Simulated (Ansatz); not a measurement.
Consider O vacancy in beta Ga2O3 with all lengths changed by +1 %, charge state +2. The step: a nearby O atom hops onto the vacant site (strongly reconstructed ends); the atom moves 3.06 Å along (0.16, -0.50, 0.37) of the unit cell; at the start one Ga stands off the lattice site; at the end one Ga stands and one Ga stands off the lattice site; the moving atom starts with neighbours Ga at 1.82, Ga at 1.89, Ga at 2.03 Å and ends with Ga at 1.79, Ga at 1.98, Ga at 2.01 Å. DFT values are from Ansatz (plane-wave PAW, 420 eV unless said) in a cell of 120 host sites, spin-restricted, static, with no finite-size correction. The charge state is imposed; whether it is stable for some Fermi level was not computed. Forms of the defect that were not tried may lie lower. The start lies 0.21 eV above the lowest site run (PBE). For the PBE band: the saddle point's order was not checked.

```tsv
Level	Forward barrier (eV)	Cost of the band or of the saddle's single point
PBE, the Γ point alone, band relaxed	1.48	roughly 90 core-minutes
PBE, a 2×2×2 k-point mesh shifted by half a step, same geometries	1.50	very roughly 13 core-minutes
```

Ansatz is a first-principles code.
